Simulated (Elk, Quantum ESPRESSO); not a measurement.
## Equation of state of rock-salt TiC (space group 225): energy against volume (Elk, PBE)

```
CELL_PARAMETERS angstrom
      0.00000     2.12650     2.12650
      2.12650     0.00000     2.12650
      2.12650     2.12650     0.00000
ATOMIC_POSITIONS crystal
  Ti 0.00000 0.00000 0.00000
  C  0.50000 0.50000 0.50000
```

Computed with PBE, all-electron FP-LAPW, Elk's shipped species files, default APW+lo basis (Elk). Settings: xctype = 20; rgkmax = 7.98; stype = 3; swidth = 0.00183747 Ha; ngridk = 23 23 23; rmtscf = 0.89; sphere radii = {Ti: 2.136, C: 1.602} bohr. The cell above is the first row's. The rows scale it uniformly. In all rows fractional positions and the k mesh are held. E is the free energy at the stated smearing, counted from the lowest row.

```csv
V (Å^3/atom),E (meV/atom)
9.616,32.60
9.825,13.82
10.034,3.23
10.243,0.00
10.452,3.39
10.661,12.80
10.870,27.57
11.079,47.19
11.288,?
```

Fit E of the 8 rows that show it with the third-order Birch-Murnaghan form, a cubic in V^(-2/3). With u = V^(-2/3) - 0.211, the rows have u = 0.010142, 0.006994, 0.003957, 0.001022, -0.001813, -0.004556, -0.007211, -0.009782. Least squares gives E = 0.489 - 886.85·u + 398524·u² + 110676·u³. Residuals (row less fit): -0.002, 0.002, 0.003, 0.001, -0.016, 0.009, 0.005, -0.004; standard error 0.010 (degrees of freedom: 4). Its minimum lies at u = 0.001112, so V0 = (0.212112)^(-3/2) = 10.24. There d²E/du² = 797800 and d³E/du³ = 664100, so B0 = (4/9) × 10.24^(-7/3) × 797800 × 0.160218 = 250 GPa (the last factor turns the table's units into GPa), and B0' = 4 + (2/3) × 0.212112 × (664100)/797800 = 4.1.

**Question.** Predict the withheld E at V = 11.288 from the fit, and compare with the calculation.

**Answer.** u = -0.012274, so E = 0.489 - 886.85 × (-0.012274) + 398524 × (-0.012274)² + 110676 × (-0.012274)³ = 71.208 meV/atom. The calculation gives 71.18 meV/atom, 0.028 meV/atom below the prediction (under 0.05 % of the range of E in the table). The row lies outside the fitted rows, so this is an extrapolation. From the scatter of the fitted rows alone, a prediction at this place has a standard error of 0.024 meV/atom, so the miss is 1.2 times that.

Carrying the step between the two nearest rows on in a straight line would have given 66.81, off by 4.37; series whose last step already gives the withheld value aren't shown. The scan was laid around a cell of about the measured size, scaled by a guess for this functional. The runs keep the symmetry of the cell, so they don't test it for distortions. A plane-wave scan with the same functional (Quantum ESPRESSO, GBRV) gives V0 = 10.17 Å^3/atom and B0 = 250 GPa; a Birch-Murnaghan fit to all rows here lies 0.7 % from it in V0 and 0 % in B0; the two differ in basis, and may differ in potentials and mesh. Spin polarisation is off. Values depend on the basis (sphere radii, cutoffs, local orbitals), which need not be converged. Sphere radii are the same in all rows. Cutoffs and mesh are single choices, not tested for convergence of this quantity. Series with a scatter that would blur these digits, or in which a gap closes, are not shown. Nor are scans whose minimum lies at an end fitted in this form.
